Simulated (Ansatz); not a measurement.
We consider cubic perovskite CsPbCl3 (cubic high-temperature phase), described by HSE06 (Ansatz, a first-principles code, plane waves, PAW).

Settings: plane-wave cutoff 520 eV, 4×4×4 k mesh, finite displacements, scalar-relativistic PAW data made under PBE.

Computed at the level's own relaxed cell.

Harmonic phonon frequencies (cm⁻¹; i marks an imaginary mode; at Γ without the LO shift):

```json
[
 {"q point": "Γ", "frequencies": "14i 14i 14i 0 0 0 28 28 28 56 56 56 99 99 99"}
]
```

Note: the relaxation could not lower the start's symmetry, so the cell can be a saddle point above a distorted one.
